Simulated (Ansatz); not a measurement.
Ansatz (a first-principles code) run on Hg3H4S2O11 (P1, 40 atoms in the cell): self-consistent single point.

Method: PBEsol, default PAW files made with PBE (plane waves; Ansatz).

```yaml
crystal:
  lattice:
    - [3.63119, -4.55718, 0.00000]
    - [3.63119, 4.55718, 0.00000]
    - [-2.31062, 0.00000, 14.63201]
  atoms:
    - { symbol: Hg, position: [0.99770, 0.49959, 0.99865] }
    - { symbol: Hg, position: [0.50111, 0.99647, 0.50063] }
    - { symbol: Hg, position: [0.32085, 0.19080, 0.15184] }
    - { symbol: Hg, position: [0.67977, 0.81320, 0.84951] }
    - { symbol: Hg, position: [0.80898, 0.68233, 0.34843] }
    - { symbol: Hg, position: [0.18739, 0.32130, 0.65048] }
    - { symbol: H, position: [0.90259, 0.27528, 0.15009] }
    - { symbol: H, position: [0.09065, 0.71704, 0.85072] }
    - { symbol: H, position: [0.71769, 0.09582, 0.35235] }
    - { symbol: H, position: [0.27803, 0.90258, 0.64770] }
    - { symbol: H, position: [0.13886, 0.67292, 0.21221] }
    - { symbol: H, position: [0.85294, 0.31830, 0.78556] }
    - { symbol: H, position: [0.32380, 0.85094, 0.28742] }
    - { symbol: H, position: [0.67794, 0.14864, 0.71298] }
    - { symbol: S, position: [0.62477, 0.80687, 0.10603] }
    - { symbol: S, position: [0.37725, 0.19011, 0.89223] }
    - { symbol: S, position: [0.19263, 0.37877, 0.39608] }
    - { symbol: S, position: [0.81872, 0.62514, 0.60457] }
    - { symbol: O, position: [0.05965, 0.38839, 0.13929] }
    - { symbol: O, position: [0.94284, 0.61163, 0.86152] }
    - { symbol: O, position: [0.62029, 0.94915, 0.36282] }
    - { symbol: O, position: [0.38719, 0.06202, 0.63759] }
    - { symbol: O, position: [0.63463, 0.05467, 0.16238] }
    - { symbol: O, position: [0.37115, 0.94957, 0.83824] }
    - { symbol: O, position: [0.94281, 0.36785, 0.33946] }
    - { symbol: O, position: [0.04990, 0.63397, 0.65995] }
    - { symbol: O, position: [0.61939, 0.62816, 0.16922] }
    - { symbol: O, position: [0.38537, 0.37253, 0.82988] }
    - { symbol: O, position: [0.37047, 0.38269, 0.32992] }
    - { symbol: O, position: [0.63308, 0.61934, 0.67059] }
    - { symbol: O, position: [0.85115, 0.84777, 0.06101] }
    - { symbol: O, position: [0.15412, 0.15052, 0.93856] }
    - { symbol: O, position: [0.15014, 0.15088, 0.44021] }
    - { symbol: O, position: [0.84794, 0.84601, 0.56074] }
    - { symbol: O, position: [0.41306, 0.75204, 0.03379] }
    - { symbol: O, position: [0.58537, 0.25107, 0.96703] }
    - { symbol: O, position: [0.24623, 0.58525, 0.46668] }
    - { symbol: O, position: [0.74947, 0.40997, 0.53244] }
    - { symbol: O, position: [0.16039, 0.83759, 0.25033] }
    - { symbol: O, position: [0.83370, 0.16284, 0.75086] }
```

Reference input (self-consistent single point, DFT, PBEsol, plane waves, default PAW files made with PBE): basis.ecutwfc = 420 eV; kpoints.mp_grid.grid = 3 3 2; hamiltonian.xc = pbesol; hamiltonian.pseudopotentials = {kind: paw} (the program's default PAW files); scf.occupations.method = gaussian; scf.occupations.width = 0.05 eV. This run's input differs from it in these lines:

Ansatz 0.2 input:
```diff
@@ -47,3 +47,3 @@
 basis:
-  ecutwfc: 420.0
+  ecutwfc: 170.0
 kpoints:
```

Output, abridged:

```
SCF iter   1: F=—  HF=-97605.206125 eV  |F-HF|=—  |Δ(HF+E_count)|=         —  Δρ=2.55e-1  dr2=1.61e2  ethr=1.77e-3  ⟨swp⟩=6.0  Hψ=7115  notcnv=0  defer=179
all-band conjugate gradients solve this SCF's bands
preconditioner: auto → Resta (q_TF=auto, 2.496 Å⁻¹)
SCF iter   2: F=—  HF=-97539.328411 eV  |F-HF|=—  |Δ(HF+E_count)|=    6.59e1  Δρ=9.13e-2  dr2=1.48e1  ethr=1.77e-3  ⟨swp⟩=3.0  Hψ=4556  notcnv=0  defer=340
   [... lines left out ...]
SCF iter   9: F=—  HF=-97532.732667 eV  |F-HF|=—  |Δ(HF+E_count)|=   7.34e-3  Δρ=3.63e-5  dr2=4.59e-6  ethr=3.46e-9  ⟨swp⟩=3.0  Hψ=3314  notcnv=0  defer=340
SCF iter  10: F=—  HF=-97532.732666 eV  |F-HF|=—  |Δ(HF+E_count)|=   6.53e-8  Δρ=1.52e-5  dr2=7.27e-7  ethr=1.62e-9  ⟨swp⟩=2.0  Hψ=2549  notcnv=0  defer=340
SCF iter  11: F=—  HF=-97532.732667 eV  |F-HF|=—  |Δ(HF+E_count)|=   2.51e-7  Δρ=5.37e-6  dr2=1.58e-7  ethr=2.56e-10  ⟨swp⟩=2.0  Hψ=2659  notcnv=0  defer=340
SCF iter  12: F=-97532.732667 eV  HF=-97532.732667 eV  |F-HF|=5.41e-9  |Δ(HF+E_count)|=   3.97e-9  Δρ=1.79e-6  dr2=1.51e-8  ethr=3.52e-11  ⟨swp⟩=12.0  Hψ=8195  notcnv=0
SCF 1 converged in 12 iterations: F = -97532.732667 eV  dr2 = 1.51e-8
Free energy (F): -97532.732667 eV
Internal energy: -97532.732667 eV  (E = F + TS)
E sigma→0 (E₀):  -97532.732667 eV
Fermi energy:    6.047134 eV
--- Forces (eV/Å), atoms counted from 1 ---
  atom   1  Hg    -0.18316884    -0.45874083     0.82991811
  atom   2  Hg     0.14686827     0.13284671    -0.29696287
  atom   3  Hg    -0.06270627    -0.60377491     0.97087471
  atom   4  Hg     0.26542068    -0.47059996    -0.99038833
  atom   5  Hg     0.06413063    -0.85919689    -1.10655241
   [... 31 lines left out ...]
  atom  37  O     -0.06608998    -0.80805917    -1.14009231
  atom  38  O      1.26076278     1.17438021     1.96647732
  atom  39  O     -0.11842653    -3.46504437    -0.05805428
  atom  40  O     -0.37773332     1.33078130    -0.81153398
--- Stress (GPa, compression-positive) ---
      -11.887971       0.287711       0.505269
        0.287711      -3.632475      -0.469257
        0.505269      -0.469257      -8.888368
  P = ⅓ Tr σ = -8.1363 GPa (-81.363 kbar)
  The stress holds the Pulay correction. Without it, at fixed plane waves, as pw.x and ABINIT print it: P = -463.6372 GPa
```

The run converged in 12 iterations. Against the reference run the free energy goes up by 11.6 eV/atom, the pressure goes from -4.98 to -8.14 GPa, the largest force goes from 4.249 to 4.413 eV/Å and the gap on the mesh goes from 1.545 to 0.779 eV.

The starting cell comes from a database of computed structures (which also holds hypothetical and non-ambient phases and stackings), without a prior relaxation at this level. Its atoms were displaced at random from the sites of space group no. 15. Spin-orbit coupling is off. Forces in this geometry exceed 1 eV/Å. Ansatz's pressure includes its estimate of the finite-basis (Pulay) stress. Without the estimate this run gives -463.64 GPa. The cutoff lies below the one recommended for these files.

Cost on one core of a shared machine: roughly 30 s.
